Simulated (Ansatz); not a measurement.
Worked example: self-consistent single point of Sb2Rh (P2_1/c, 12 atoms in the cell) in Ansatz (a first-principles code).

Method: PBEsol, default PAW files made with PBE (plane waves; Ansatz).

```
CELL_PARAMETERS angstrom
      6.61560     0.00000     0.00000
      0.00000     6.55960     0.00000
     -3.01666     0.00000     5.96654
ATOMIC_POSITIONS crystal
  Sb 0.16000 0.63300 0.37300
  Sb 0.84000 0.13300 0.12700
  Sb 0.84000 0.36700 0.62700
  Sb 0.16000 0.86700 0.87300
  Sb 0.35000 0.36000 0.17300
  Sb 0.65000 0.86000 0.32700
  Sb 0.65000 0.64000 0.82700
  Sb 0.35000 0.14000 0.67300
  Rh 0.27700 0.00000 0.28800
  Rh 0.72300 0.50000 0.21200
  Rh 0.72300 0.00000 0.71200
  Rh 0.27700 0.50000 0.78800
```

Reference input (self-consistent single point, DFT, PBEsol, plane waves, default PAW files made with PBE): basis.ecutwfc = 420 eV; kpoints.mp_grid.grid = 3 3 3; hamiltonian.xc = pbesol; hamiltonian.pseudopotentials = {kind: paw} (the program's default PAW files); scf.occupations.method = cold; scf.occupations.width = 0.1 eV. This run's input differs from it in these lines:

Ansatz 0.2 input:
```diff
@@ -20,3 +20,3 @@
 basis:
-  ecutwfc: 420.0 eV
+  ecutwfc: 485.0 eV
 kpoints:
```

Log, with long lists cut:

```
SCF iter   1: F=—  HF=-76625.300619 eV  |F-HF|=—  |Δ(HF+E_count)|=         —  Δρ=1.03e-2  dr2=3.84e-1  ethr=1.77e-3  ⟨swp⟩=6.1  Hψ=4188  notcnv=0  defer=19
all-band conjugate gradients solve this SCF's bands
preconditioner: auto → Resta (q_TF=auto, 2.587 Å⁻¹)
SCF iter   2: F=—  HF=-76625.248028 eV  |F-HF|=—  |Δ(HF+E_count)|=   4.73e-2  S|Δr|=   8.74e-3  Δρ=4.29e-3  dr2=7.26e-2  ethr=2.04e-4  ⟨swp⟩=1.3  Hψ=1311  notcnv=0  defer=33
   [... lines left out ...]
SCF iter   7: F=-76625.230142 eV  HF=-76625.230142 eV  |F-HF|=1.59e-9  |Δ(HF+E_count)|=   5.00e-8  S|Δr|=   1.20e-5  Δρ=2.62e-6  dr2=1.90e-8  ethr=5.32e-11  ⟨swp⟩=10.6  Hψ=5183  notcnv=0
Mixer restart at iter 7: flushing history
SCF iter   8: F=—  HF=-76625.248512 eV  |F-HF|=—  |Δ(HF+E_count)|=         —  Δρ=1.17e-5  dr2=2.77e-7  ethr=1.01e-11  ⟨swp⟩=2.0  Hψ=1364  notcnv=0
SCF iter   9: F=-76625.248512 eV  HF=-76625.248512 eV  |F-HF|=4.16e-8  |Δ(HF+E_count)|=   1.40e-8  S|Δr|=   3.98e-9  Δρ=4.33e-6  dr2=4.93e-8  ethr=1.01e-11  ⟨swp⟩=2.6  Hψ=3532  notcnv=0
SCF 1 converged in 9 iterations: F = -76625.248512 eV  dr2 = 4.93e-8
Stability not checked (fill_not_monotonic)
Free energy (F): -76625.248512 eV
F+E_penalty+E_count: -76625.248513 eV  (lagrangian_ev)
Internal energy: -76625.248512 eV  (E = F + TS)
E sigma→0 (E₀):  -76625.248512 eV
Fermi energy:    14.298303 eV
Smearing:        width narrowed from 0.1000 eV (input) to 0.0570 eV after iteration 7, whose occupations did not sum to the number of electrons (Fermi level in …
--- Forces (eV/Å), atoms counted from 1 ---
  atom   1  Sb    -0.47251418     0.08810388    -0.21001948
   [... lines left out ...]
  atom  12  Rh    -0.67658901    -0.00443030    -0.27637978
--- Stress (GPa, compression-positive) ---
        1.540240       0.000000      -0.409328
        0.000000       0.386261       0.000000
       -0.409327       0.000000       1.476073
  P = ⅓ Tr σ = 1.1342 GPa (11.342 kbar)
  The stress holds the Pulay correction. Without it, at fixed plane waves, as pw.x and ABINIT print it: P = 1.1017 GPa
```

The run converged in 9 iterations. Against the reference run the free energy drops by 1.7 meV/atom, the pressure hardly changes (1.15 to 1.13 GPa), the largest force stays at 0.731 eV/Å and the gap on the mesh stays at 0.439 eV.

The starting cell comes from a database of published, mostly measured structures (it also holds non-ambient and calculated ones), without a prior relaxation at this level. Spin-orbit coupling is off. Ansatz's pressure includes its estimate of the finite-basis (Pulay) stress.

Cost on one core of a shared machine: roughly 30 s.
